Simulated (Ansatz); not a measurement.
A self-consistent single point of Ca2AsI (R3m, 4 atoms in the cell) with Ansatz (a first-principles code).

Method: LDA (PW92), harder PAW files (source: ansatz) made with PBE (plane waves; Ansatz).

```
Ca2AsI
1.0
    2.20485     1.27297     7.47320
   -2.20485     1.27297     7.47320
    0.00000    -2.54594     7.47320
Ca As I
2 1 1
Direct
  0.23351   0.23351   0.23351
  0.76872   0.76872   0.76872
  0.50000   0.50000   0.50000
  0.00000   0.00000   0.00000
```

Reference input (self-consistent single point, DFT, LDA (PW92), plane waves, default PAW files made with PBE): basis.ecutwfc = 420 eV; kpoints.mp_grid.grid = 5 5 5; hamiltonian.xc = lda; hamiltonian.pseudopotentials = {kind: paw} (the program's default PAW files); scf.occupations.method = fixed. This run's input differs from it in these lines:

Ansatz 0.2 input:
```diff
@@ -11,3 +11,3 @@
 basis:
-  ecutwfc: 420.0 eV
+  ecutwfc: 470.0 eV
 kpoints:
@@ -16,3 +16,3 @@
   xc: lda
-  pseudopotentials: { kind: paw }
+  pseudopotentials: { kind: paw, source: ansatz }
 scf:
```

Output (repeated stretches shortened):

```
SCF iter   1: F=—  HF=-15692.325617 eV  |F-HF|=—  |Δ(HF+E_count)|=         —  Δρ=1.04e-1  dr2=6.52e1  ethr=3.10e-3  ⟨swp⟩=6.8  Hψ=2545  notcnv=0  defer=60
all-band conjugate gradients solve this SCF's bands
   [... lines left out ...]
SCF iter   7: F=—  HF=-15683.047004 eV  |F-HF|=—  |Δ(HF+E_count)|=   1.22e-3  Δρ=4.12e-4  dr2=8.83e-4  ethr=6.57e-6  ⟨swp⟩=3.3  Hψ=1026  notcnv=0  defer=74
SCF iter   8: F=—  HF=-15683.046661 eV  |F-HF|=—  |Δ(HF+E_count)|=   3.43e-4  Δρ=1.15e-4  dr2=2.85e-5  ethr=1.70e-6  ⟨swp⟩=4.2  Hψ=1070  notcnv=0  defer=74
SCF iter   9: F=—  HF=-15683.046658 eV  |F-HF|=—  |Δ(HF+E_count)|=   2.73e-6  Δρ=3.25e-5  dr2=5.64e-6  ethr=5.49e-8  ⟨swp⟩=2.1  Hψ=1004  notcnv=0  defer=73
SCF iter  10: F=-15683.046656 eV  HF=-15683.046656 eV  |F-HF|=1.27e-8  |Δ(HF+E_count)|=   1.99e-6  Δρ=5.31e-6  dr2=4.55e-8  ethr=1.92e-10  ⟨swp⟩=13.1  Hψ=4335  notcnv=0
SCF 1 converged in 10 iterations: F = -15683.046656 eV  dr2 = 4.55e-8
Free energy (F): -15683.046656 eV
Internal energy: -15683.046656 eV  (E = F + TS)
E sigma→0 (E₀):  -15683.046656 eV
Fermi energy:    6.612819 eV
--- Forces (eV/Å), atoms counted from 1 ---
  atom   1  Ca     0.00000000     0.00000001    -0.36920280
  atom   2  Ca     0.00000000    -0.00000001     0.26867700
  atom   3  As     0.00000000    -0.00000000     0.08581109
  atom   4  I      0.00000000    -0.00000000     0.01468110
--- Stress (GPa, compression-positive) ---
       -3.566687       0.000000       0.000000
        0.000000      -3.566687      -0.000000
        0.000000      -0.000000      -3.383556
  P = ⅓ Tr σ = -3.5056 GPa (-35.056 kbar)
  The stress holds the Pulay correction. Without it, at fixed plane waves, as pw.x and ABINIT print it: P = -3.6885 GPa
```

The run converged in 10 iterations. Against the reference run the pressure stays at -3.51 GPa, the largest force stays at 0.369 eV/Å and the gap on the mesh moves little (1.473 to 1.472 eV). The full log also holds: “WARN: iter 1: σ=0 fill of 26 bands saw a band overlap (occupied 6.8739 eV > unoccupied 6.7425 eV) — on an unconverged iterate often a transient of an (band_overlap_at_count)”.

The starting cell comes from a database of computed structures (which also holds hypothetical and non-ambient phases and stackings), without a prior relaxation at this level. Its lattice was rescaled by up to half a per cent. One atom was moved a little off its site on purpose. Spin-orbit coupling is off. Ansatz's pressure includes its estimate of the finite-basis (Pulay) stress. The cutoff lies below the one recommended for these files.
